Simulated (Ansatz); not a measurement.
A working Ansatz (a program for electronic structure) input for RbErSe2 (R-3m, 4 atoms in the cell) (DFT, PBEsol, plane waves, default PAW files made with PBE):

Ansatz 0.2 input:
```yaml
crystal:
  lattice:
    - [2.077050, 1.199185, 7.858667]
    - [-2.077050, 1.199185, 7.858667]
    - [0.000000, -2.398371, 7.858667]
  atoms:
    - { symbol: Se, position: [0.232200, 0.232200, 0.232200] }
    - { symbol: Se, position: [0.767800, 0.767800, 0.767800] }
    - { symbol: Er, position: [0.500000, 0.500000, 0.500000], spin: 3.0 }
    - { symbol: Rb, position: [0.000000, 0.000000, 0.000000] }
basis:
  ecutwfc: 420.0
kpoints:
  mp_grid:
    grid: [5, 5, 5]
    shift: [0.5, 0.5, 0.5]
hamiltonian:
  xc: pbesol
  pseudopotentials:
    kind: paw
magnetization:
  spin_polarized: true
scf:
  occupations:
    method: methfessel_paxton
    width: 0.272
output:
  forces: true
  eigenvalues: true
  stress: true
```

The run converged in 41 iterations: free energy E − TS (on the zero of these files) -26045.2642 eV; Fermi level (on the code's own zero) 7.59 eV; pressure 0.00 GPa; largest force (vector length) 0.104 eV/Å; size of the cell's spin moment 2.92 μB. Each of these slips is then made, one at a time:

(1)
```diff
-    - { symbol: Er, position: [0.500000, 0.500000, 0.500000], spin: 3.0 }
+    - { symbol: Er, position: [0.500000, 0.500000, 0.500000] }
```

(2)
```diff
-    - { symbol: Se, position: [0.232200, 0.232200, 0.232200] }
-    - { symbol: Se, position: [0.767800, 0.767800, 0.767800] }
-    - { symbol: Er, position: [0.500000, 0.500000, 0.500000], spin: 3.0 }
+    - { symbol: Se, position: [0.000000, 0.000000, 5.474347] }
+    - { symbol: Se, position: [0.000000, -0.000001, 18.101654] }
+    - { symbol: Er, position: [0.000000, -0.000001, 11.788000], spin: 3.0 }
```

Predict the outcome of each change.


(1) A spin-polarised run without starting moments. The run converged in 38 iterations, and against the sound input the free energy hardly moves (within 1 meV/atom), the pressure stays at 0.00 GPa, the largest force stays at 0.104 eV/Å and the size of the net moment stays at 0.73 μB/atom.

(2) Fractional and Cartesian coordinates mixed up. The run converged in 35 iterations without an error; against the sound input the free energy goes up by 59.0 eV/atom, the pressure goes from 0.00 to 317.0 GPa, the largest force goes from 0.104 to 755.3 eV/Å and the size of the net moment hardly changes (0.73 to 0.75 μB/atom).

The starting cell comes from a database of published, mostly measured structures (it also holds non-ambient and calculated ones), without a prior relaxation at this level. With one magnetic atom in the cell only a parallel order is possible. With U or open f shells several self-consistent states can exist. The f electrons are in the valence without U or exact exchange, which can misplace them near the Fermi level. Spin-orbit terms, which matter for f shells, are left out. Ansatz's pressure includes its estimate of the finite-basis (Pulay) stress.

Left out of this page: 2 runs of the series stopped by limits of time or memory; 3 runs of the series with a known weakness of the program.
